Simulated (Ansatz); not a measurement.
**fcc Al (0 0 1) on zinc-blende InSb (0 0 1) (film strained to the substrate, faces as cut)**

A periodic stack without vacuum, fcc Al (0 0 1) on zinc-blende InSb (0 0 1) (film strained to the substrate, faces as cut): substrate slab In8Sb8, film Al30, surface cells [[0, -1], [2, 1]] and [[-3, -1], [-1, -2]], film strained by +3.9 and +3.9 %, faces Sb/In and Al/Al as cut (like faces can put a slab off its formula).

The start was prepared with a machine-learned potential, and the result is one local minimum, with the in-plane cell held and forces under 0.04 eV/Å; the film can end far from its bulk form.

Method: PBE (plane waves to 420 eV, PAW; Ansatz, a program for electronic structure). No spin–orbit coupling; the runs are not spin-polarised. Its k-point mesh 4×4×1, Fermi–Dirac width 0.05 eV.

- interface area: 44.1 Å²
- period: 25.84 Å
- gaps between the outermost planes at the two interfaces: 2.09 and 1.83 Å
- Al–In contacts across the interfaces within 1.22 times the sum of covalent radii: 6, mean 2.96 Å
- Al–Sb contacts across the interfaces within 1.22 times the sum of covalent radii: 6, mean 2.87 Å

```xyz
46
Lattice="6.6375 -0.0001 0.0232 -0.0001 6.6373 0.0535 -0.4628 0.7621 25.8418" Properties=species:S:1:pos:R:3 pbc="T T T"
In     0.3713     7.1510     6.0633
In     3.5381     3.7590     6.0960
In     3.6354     7.1695     2.8319
In     0.1837     3.8533     2.6400
In     0.6557     7.5624    12.8336
In     3.2278     3.3903    12.6070
In     3.6481     6.9839     9.4384
In     0.1953     3.8440     9.3476
Sb     5.2764     2.1868     4.4321
Sb     1.9427     5.4172     4.3617
Sb     1.7983     1.9747     1.0483
Sb     5.5134     5.8897     0.9250
Sb     5.2693     2.0853    11.0256
Sb     1.8493     5.4484    11.0972
Sb     1.9452     2.1112     7.8145
Sb     5.2548     5.4645     7.6273
Al     3.2972     6.4028    16.9779
Al     0.6445     1.1016    16.8703
Al     2.0261     3.7133    16.9076
Al     5.9740     5.1405    16.9699
Al     4.6377     2.4253    16.9176
Al     4.0284     4.4983    15.0334
Al     1.3204     5.6837    14.9905
Al     2.6691     1.6923    14.8819
Al    -0.0224     3.1417    14.9230
Al     5.2577     0.4507    14.9127
Al     3.3017     6.4239    20.8561
Al     0.6342     1.1010    20.7910
Al     1.9918     3.7530    20.8303
Al     5.9734     5.0628    20.8342
Al     4.6182     2.3927    20.8650
Al     3.9794     4.4212    18.9198
Al     1.3304     5.7310    18.8916
Al     2.6335     1.7595    18.8694
Al    -0.0044     3.0734    18.8420
Al     5.3064     0.4395    18.8791
Al     3.1840     6.3966    24.7240
Al     0.5735     0.9720    24.8768
Al     2.0794     3.8636    24.5980
Al     5.9566     4.9036    24.7057
Al     4.6408     2.4138    24.7196
Al     4.0053     4.4579    22.7392
Al     1.2407     5.7775    22.7709
Al     2.6274     1.7563    22.8030
Al     0.0542     2.9760    22.7721
Al     5.2843     0.3841    22.7806
```
